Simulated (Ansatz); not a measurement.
**Short convergence ladders for SrIn₂ (P3m1, 6 atoms in the cell)**

```xyz
6
Lattice="5.0697 0.0000 0.0000 -2.5348 4.3905 0.0000 0.0000 0.0000 8.1559" Properties=species:S:1:pos:R:3 pbc="T T T"
Sr     0.0000     0.0000     6.1669
Sr     0.0000     0.0000     2.0390
In     0.0000     2.9270     7.7766
In     2.5348     1.4635     0.3793
In     2.5348     1.4635     3.6986
In     0.0000     2.9270     4.4573
```

Base method: LDA (PW92), PAW files made with PBE (plane waves; Ansatz, a quantum-chemistry and plane-wave program).

Base settings: basis.ecutwfc = 420 eV; kpoints.mp_grid.grid = 5 5 2; hamiltonian.xc = lda; hamiltonian.pseudopotentials = {kind: paw} (the program's default PAW files); scf.occupations.method = gaussian; scf.occupations.width = 0.1 eV.

The count of work is k-points × plane waves × bands × iterations; it is no time. Core times come from one kind of shared machine, to one figure; runs under 30 s give none.

**The cutoff for other potential files**

Level: DFT, LDA (PW92), plane waves, harder PAW files (source: ansatz) made with PBE.

In this ladder: hamiltonian.pseudopotentials = {kind: paw, source: ansatz}.

The second cell is the first with its lattice scaled by 0.98.

The mesh stays at the base's, so the ladder's end is converged at best in this setting alone.

The first pressure column holds Ansatz's estimate of the finite-basis (Pulay) stress, which hides part of the cutoff error; the other is without it.

Only quantities that move along the ladder and can be compared are tabulated.

| basis.ecutwfc | free energy less the last step's (meV/atom) | energy of the compressed cell less the first (meV/atom) | pressure (GPa) | pressure without the Pulay estimate (GPa) | largest difference of a force vector from the last step's (eV/Å) | count of work / last |
|---|---|---|---|---|---|---|
| 320 eV | 10820.01 | -74.28 | -3.88 | -276.22 | 0.030 | 0.11 |
| 390 eV | 2169.24 | -19.41 | -3.68 | -73.52 | 0.019 | 0.16 |
| 495 eV | 162.16 | -30.33 | -3.59 | -11.12 | 0.000 | 0.23 |
| 605 eV | 6.84 | -29.16 | -3.56 | -3.99 | 0.000 | 0.31 |
| 710 eV | 0.85 | -29.14 | -3.56 | -3.58 | 0.000 | 0.35 |
| 850 eV | 0.41 | -29.14 | -3.56 | -3.57 | 0.000 | 0.46 |
| 1065 eV | 0.13 | -29.14 | -3.56 | -3.57 | 0.000 | 0.73 |
| 1420 eV | 0.00 | -29.14 | -3.56 | -3.56 | 0.000 | 1.0 |

Coarsest basis.ecutwfc that holds the free energy within 5 meV/atom of the last step, with all finer ones: 710 eV, at 0.35 of the last step's count of work; the step before is off by 6.8 meV/atom.

Coarsest basis.ecutwfc that holds the forces within 0.01 eV/Å of the last step, with all finer ones: 495 eV, at 0.23 of the last step's count of work; the step before is off by 0.019 eV/Å.

Coarsest basis.ecutwfc that holds the energy of the compressed cell less the first within 2 meV/atom of the last step, with all finer ones: 495 eV, at 0.23 of the last step's count of work; the step before is off by 9.7 meV/atom.

The energy difference between the two cells stays within 1 meV/atom of the last step's from 605 eV on, the total only from 710 eV on: much of the error is common to both cells and cancels.

At the lowest cutoff the pressure without the Pulay estimate lies 273 GPa under the last step's, the usual sign of Pulay stress in an incomplete plane-wave basis.

**The relaxed cell against the cutoff**

On SrIn₂ (P6_3/mmc, 6 atoms in the cell): atoms on their sites.

In this ladder: relax = cell and atoms.

The mesh stays at the base's, so the ladder's end is converged at best in this setting alone.

Only quantities that move along the ladder and can be compared are tabulated.

| basis.ecutwfc | relaxed volume (Å³/atom) | relaxation steps | core time / last (rough) |
|---|---|---|---|
| 210 eV | 27.346 | 74 | 2 |
| 250 eV | 27.637 | 26 | 0.8 |
| 295 eV | 27.403 | 13 | 0.5 |
| 355 eV | 27.418 | 5 | – |
| 420 eV | 27.403 | 5 | – |
| 505 eV | 27.396 | 5 | 0.4 |
| 630 eV | 27.401 | 5 | 0.6 |
| 840 eV | 27.399 | 5 | 1 |

Coarsest basis.ecutwfc that holds the relaxed volume within 0.137 Å³/atom of the last step, with all finer ones: 295 eV; the step before is off by 0.24 Å³/atom.

On the base run: the starting cell comes from a database of computed structures (which also holds hypothetical and non-ambient phases and stackings), without a prior relaxation at this level. Its lattice was rescaled by up to half a per cent. One atom was moved a little off its site on purpose. Without a gap this mesh is coarse (it stands for a supercell whose shortest vector is 16 Å).

Keys are those of Ansatz 0.2.
